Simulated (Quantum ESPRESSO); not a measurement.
A self-consistent single point of NaSn2Pd3 (P1, 6 atoms in the cell) with Quantum ESPRESSO.

Level of theory: PBEsol, GBRV 1.5 ultrasoft (PBESOL) pseudopotentials (plane waves; Quantum ESPRESSO 7.5).

The change in words: atoms moved at random. Reference geometry:
```yaml
crystal:
  lattice:
    - [5.88826, 0.00000, 0.00000]
    - [-2.94413, 5.09939, 0.00000]
    - [0.00000, 0.00000, 4.34897]
  atoms:
    - { symbol: Na, position: [0.00000, 0.00000, 0.19263] }
    - { symbol: Sn, position: [0.66667, 0.33333, 0.49615] }
    - { symbol: Sn, position: [0.33333, 0.66667, 0.49615] }
    - { symbol: Pd, position: [0.00000, 0.50000, 0.99502] }
    - { symbol: Pd, position: [0.50000, 0.00000, 0.99502] }
    - { symbol: Pd, position: [0.50000, 0.50000, 0.99502] }
```

Reference input (self-consistent single point, DFT, PBEsol, plane waves, GBRV 1.5 ultrasoft (PBESOL) pseudopotentials): ecutwfc = 40 Ry; ecutrho = 320 Ry; occupations = smearing; smearing = gauss; degauss = 0.0036749 Ry; K_POINTS = automatic 5 5 5 0 0 0; conv_thr = 1e-09 Ry; mixing_beta = 0.7. This run's input differs from it in these lines:

```diff
@@ -27,8 +27,8 @@
 ATOMIC_POSITIONS {crystal}
-Na    0.0000000000    0.0000000000    0.1926300000
-Sn    0.6666666667    0.3333333333    0.4961500000
-Sn    0.3333333333    0.6666666667    0.4961500000
-Pd    0.0000000000    0.5000000000    0.9950200000
-Pd    0.5000000000    0.0000000000    0.9950200000
-Pd    0.5000000000    0.5000000000    0.9950200000
+Na   -0.0021350000   -0.0055860000    0.1979760000
+Sn    0.6690160000    0.3484400000    0.5033470000
+Sn    0.3338080000    0.6671980000    0.4964700000
+Pd   -0.0071030000    0.5024100000    0.9846850000
+Pd    0.5050650000   -0.0036900000    0.9980290000
+Pd    0.5013490000    0.4912280000    0.9894830000
 K_POINTS {automatic}
@@ -36,4 +36,4 @@
 CELL_PARAMETERS {bohr}
-  11.1272060823     0.0000000000     0.0000000000
-  -5.5636030412     9.6364431405     0.0000000000
+  11.1272063095     0.0000000000     0.0000000000
+  -5.5636031548     9.6364429437     0.0000000000
    0.0000000000     0.0000000000     8.2183584448
```

Log, with long lists cut:

```
     Self-consistent Calculation

     iteration #  1     ecut=    40.00 Ry     beta= 0.70

     negative rho (up, down):  2.222E-01 0.000E+00

     total energy              =   -1000.46218731 Ry
     estimated scf accuracy    <      14.31889647 Ry

     iteration #  2     ecut=    40.00 Ry     beta= 0.70

     negative rho (up, down):  2.321E-01 0.000E+00

     total energy              =   -1006.60141701 Ry
     estimated scf accuracy    <      25.58333590 Ry

     iteration #  3     ecut=    40.00 Ry     beta= 0.70

     negative rho (up, down):  2.326E-01 0.000E+00

     total energy              =   -1008.83889060 Ry
     estimated scf accuracy    <       1.62735951 Ry

   [... 9 blocks of this kind left out ...]

     iteration # 13     ecut=    40.00 Ry     beta= 0.70

     negative rho (up, down):  2.320E-01 0.000E+00

     total energy              =   -1009.09515736 Ry
     estimated scf accuracy    <          1.2E-09 Ry

     iteration # 14     ecut=    40.00 Ry     beta= 0.70

     negative rho (up, down):  2.320E-01 0.000E+00
     End of self-consistent calculation

     the Fermi energy is    11.0236 ev

!    total energy              =   -1009.09515736 Ry
     estimated scf accuracy    <          1.0E-10 Ry
     smearing contrib. (-TS)   =      -0.00019745 Ry
     internal energy E=F+TS    =   -1009.09495991 Ry

     convergence has been achieved in  14 iterations

     negative rho (up, down):  2.320E-01 0.000E+00

     Forces acting on atoms (cartesian axes, Ry/au):

     atom    1 type  1   force =    -0.00000323    0.00361972   -0.00136889
     atom    2 type  2   force =     0.00744109   -0.01839421   -0.02113322
     atom    3 type  2   force =    -0.00153038    0.00195625   -0.00312997
     atom    4 type  3   force =     0.01750793    0.00079742    0.01139935
     atom    5 type  3   force =    -0.00467167    0.00256339    0.00301356
   [... lines left out ...]
     Total force =     0.043732     Total SCF correction =     0.000048
   [... lines left out ...]

     negative rho (up, down):  2.320E-01 0.000E+00
          total   stress  (Ry/bohr**3)                   (kbar)     P=      -61.38
  -0.00034837  -0.00000320  -0.00000232          -51.25       -0.47       -0.34
  -0.00000320  -0.00040111   0.00001025           -0.47      -59.01        1.51
  -0.00000232   0.00001025  -0.00050231           -0.34        1.51      -73.89

   JOB DONE.
```

The run converged in 14 iterations. Against the reference run the free energy rises by 11.2 meV/atom, the pressure goes from -6.44 to -6.14 GPa and the largest force goes from 0.029 to 0.745 eV/Å.

The starting cell comes from a database of computed structures (which also holds hypothetical and non-ambient phases and stackings), without a prior relaxation at this level. Its lattice was rescaled by a random factor within 2.5 % of one. For this run, on top of that: atoms moved at random. Spin polarisation is off. With a pressure of about -6 GPa the cell is away from its equilibrium volume at this level.

Cost on one core of a shared machine: roughly 4 min.
